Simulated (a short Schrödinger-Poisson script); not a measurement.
Symmetric double-gate stack, SiO2 on p-type Si(100)

System: symmetric double-gate stack, SiO2 on p-type Si(100), at 300 K.

```
layer  material  thickness (nm)  Na (cm⁻³)
-----  --------  --------------  ---------
1          SiO2             3.3          -
2            Si               6       3e17
3          SiO2             3.3          -
```

Constants are typed, rounded textbook-type inputs, not results; the design itself was drawn at random and stands for no fabricated device. SiO2: permittivity 3.9, conduction-band edge (eV) 3.15, gap (eV) 9, electron mass (mₑ) 0.5. Si: permittivity 11.7, conduction-band edge (eV) 0, gap (eV) 1.124, Nv at 300 K (cm⁻³) 3.1e19.

Channel valleys (confinement mass, in-plane density-of-states mass, number): Δ2 0.916, 0.19, 2; Δ4 0.19, 0.417, 4. At the gates, both at one voltage, the conduction-band edge of layer 1 lies 3.52 eV − eVg above the Fermi level of the channel. Gaps are held at their typed values at every temperature. Mesh 0.03 nm at interfaces.

From a short Schrödinger-Poisson script (our own, NumPy): 1D Poisson equation in equilibrium, electrons quantum, Hartree (BenDaniel-Duke, 12 states a valley, the channel's in-plane mass for all, wave functions free to enter the dielectric), parabolic valleys, classical holes, full ionisation, no traps, pinning or gate leakage.

```csv
Vg (V),electrons (cm⁻²),C (μF/cm²),Δ2 E0 (meV),Δ2 E1 (meV),Δ4 E0 (meV),Δ4 E1 (meV)
0,2.36e6,< 0.003,396.4,428.4,428.2,556.3
0.15,7.79e8,0.00491,246.4,278.4,278.3,406.4
0.3,1.53e11,0.625,110.0,141.6,141.7,269.4
0.45,1.23e12,1.46,55.9,84.7,87.2,211.6
0.6,2.70e12,1.64,35.4,60.7,66.4,186.5
0.75,4.27e12,1.71,23.1,45.1,54.2,170.1
0.9,5.90e12,1.76,14.3,33.3,45.6,157.6
1.05,7.56e12,1.78,7.2,23.5,39.1,147.4
1.2,9.24e12,1.81,1.1,15.1,33.8,138.7
1.35,1.09e13,1.82,-4.4,7.7,29.4,131.1
1.5,1.27e13,1.84,-9.4,1.0,25.6,124.3
1.65,1.44e13,1.85,-14.1,-5.2,22.3,118.2
1.8,1.61e13,1.86,-18.6,-10.9,19.3,112.6
1.95,1.79e13,1.87,-23.0,-16.3,16.6,107.4
2.1,1.96e13,1.88,-27.2,-21.3,14.1,102.6
2.25,2.14e13,1.88,-31.2,-26.2,11.8,98.1
2.4,2.31e13,1.89,-35.2,-30.8,9.7,93.8
2.55,2.49e13,1.89,-39.1,-35.2,7.7,89.8
```

Gate voltages with under 1e6 electrons/cm² are left out.

Subbands count from the Fermi level. The capacitance is that of both gates.
